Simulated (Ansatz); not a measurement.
The structure below was relaxed with r2SCAN (Ansatz, a program for electronic structure, PAW, spin-orbit coupling left out), earlier PAW set.

```
CELL_PARAMETERS angstrom
      3.33113     0.00000     0.00000
     -1.66557     2.88484     0.00000
      0.00000     0.00000     5.19418
ATOMIC_POSITIONS crystal
  Sc 0.33333 0.66667 0.75000
  Sc 0.66667 0.33333 0.25000
```

Question: Find the space group and the Wyckoff positions.

Answer: Space group P6₃/mmc (No. 194); a = 3.331 Å, b = 3.331 Å, c = 5.194 Å, α = 90.00°, β = 90.00°, γ = 120.00°

| atom | site | symmetry | x | y | z |
|---|---|---|---|---|---|
| Sc | 2d | -6m2 | 0.6667 | 0.3333 | 0.2500 |

Question: Describe the coordination.

Answer: The crystal has 2 atoms in its conventional cell. Cell: a = 3.331 Å, b = 3.331 Å, c = 5.194 Å, α = 90.00°, β = 90.00°, γ = 120.00°. Sc has 12 Sc at 3.232–3.331 Å (anticuboctahedral). (Neighbours: up to the widest gap in distance over summed covalent radii, below 1.35, at either atom.)

Stability against distortions was not tested. The final runs are not spin-polarised. The cell was made from Y by this change: Y → Sc.
